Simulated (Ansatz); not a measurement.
**HfN under a change: pressure 4.5 GPa**

Take HfN in the rock salt structure (space group Fm-3m, No. 225; a = 4.525 Å) as the base.

Now apply this change: cell and atoms relaxed at a pressure of 4.5 GPa.

All numbers come from Kohn–Sham DFT with the r2SCAN functional, run in Ansatz (a quantum-chemistry and plane-wave program) with PAW and 500 eV plane waves, scalar-relativistic without spin-orbit coupling. k-mesh 18×18×18 (Γ-centred); smearing 0.05 eV (Fermi–Dirac).

- Volume per atom = 11.41 Å³ (base 11.59 Å³)
- Density = 14.01 g/cm³ (base 13.80 g/cm³)
- Shortest interatomic distance = 4.254 bohr (base 4.276 bohr)
- Enthalpy H = E + PV relative to the base's energy = +0.32 eV/atom
- Band gap = zero (base zero)

Final structure:

```
HfN
1.0
    0.00000     2.25116     2.25116
    2.25116     0.00000     2.25116
    2.25116     2.25116     0.00000
Hf N
1 1
Direct
  0.00000   0.00000   0.00000
  0.50000   0.50000   0.50000
```

Load acts through the strain it causes; cell and atoms are relaxed under it. Stability against distortions was not tested. The final runs are not spin-polarised. An odd electron count without spin: HfN.
